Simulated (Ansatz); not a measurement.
Consider interstitial Li in zinc-blende BAs, charge state +1. All values below come from PBE, PAW (plane waves to 420 eV; Ansatz, an electronic-structure program).

64-site cell at the relaxed PBE lattice, one k-point at (0.250, 0.250, 0.250), smearing 0.01 eV, spin-restricted, no finite-size correction. Static, classical nuclei. The charge state is imposed; whether it is stable for some Fermi level was not computed. Sites that were not tried may lie lower.

Barriers: single points on a 2×2×2 k-point mesh shifted by half a step at the bands' geometries.

The step: one Li atom jumps by itself; the atom moves 2.09 Å along (-0.25, -0.25, 0.25) of the unit cell; the moving atom starts with neighbours 3 As at 2.46, 3 As at 2.47; 3 B at 2.12, B at 2.14 Å and ends with 3 As at 2.20, As at 2.20; 3 B at 2.42, 3 B at 2.43 Å.

### Question
What is the computed migration barrier of this step (PBE, PAW)?

### Answer
1.32 eV forward and 0.47 eV backward. At the saddle the moving atom has neighbours 3 As at 2.14; 2 B at 2.09, B at 2.10 Å. The saddle point's order was not checked, and it lies on a symmetry element of the cell, where a band can be held.
